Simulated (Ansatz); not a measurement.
Take LiF in the rock salt structure (space group Fm-3m, No. 225) as the base.

```
LiF
1.0
    0.00000     1.99510     1.99510
    1.99510     0.00000     1.99510
    1.99510     1.99510     0.00000
F Li
1 1
Direct
  0.00000   0.00000   0.00000
  0.50000   0.50000   0.50000
```

Cartesian axes are those of the cell as printed.

Calculations: Kohn–Sham DFT with the r2SCAN functional, run in Ansatz (a quantum-chemistry and plane-wave program) with PAW and 500 eV plane waves, no spin-orbit coupling.

Before the change:

The gap character is direct at Γ. The pressure is 0.00 GPa.

Modification: tensile biaxial strain of 2.21 % in the plane normal to [001], as in epitaxy on a mismatched substrate; the out-of-plane cell vector and the atoms relax.

Task: How does this affect the gap character, pressure, energy relative to the base and valence-band top at Γ?

Result: The gap character stays direct at Γ; the pressure (mean of the normal stresses, compression positive) goes from zero to -1.96 GPa; the energy rises by 3.4 meV/atom; the valence-band top at Γ (three highest levels, from the VBM) amounts to 0.00, 0.00, -0.09 eV.

Stability against distortions was not tested. k-point labels follow each cell's own Brillouin zone.
